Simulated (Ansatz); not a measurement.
Here is the system:

```
BP
1.0
    0.00000     2.26817     2.26817
    2.26817     0.00000     2.26817
    2.26817     2.26817     0.00000
P B
1 1
Direct
  0.75000   0.75000   0.75000
  0.00000   0.00000   0.00000
```

No spin polarisation.

Calculations: DFT with r2SCAN, PAW potentials and a 500 eV plane-wave cutoff in Ansatz (an electronic-structure program), no spin-orbit coupling, earlier PAW set. Γ-centred 12×12×12 mesh, Fermi–Dirac width 0.05 eV.

Q: Predict the band gap.

A: 1.41 eV.

Q: What width of the top valence band does the calculation give?

A: 5.74 eV.

Q: What is the computed electron mass?

A: 1.3 mₑ along k, 0.22 mₑ across (off the special points).

Q: What is the computed hole mass (degenerate bands, along [100])?

A: 0.24, 0.24, 0.32 mₑ (at Γ).

Masses are band curvatures over ±0.01 Å⁻¹ around the edge. Along k means along the line from Γ to the band edge. Stability against distortions was not tested. The cell was made from GaP by this change: Ga → B.
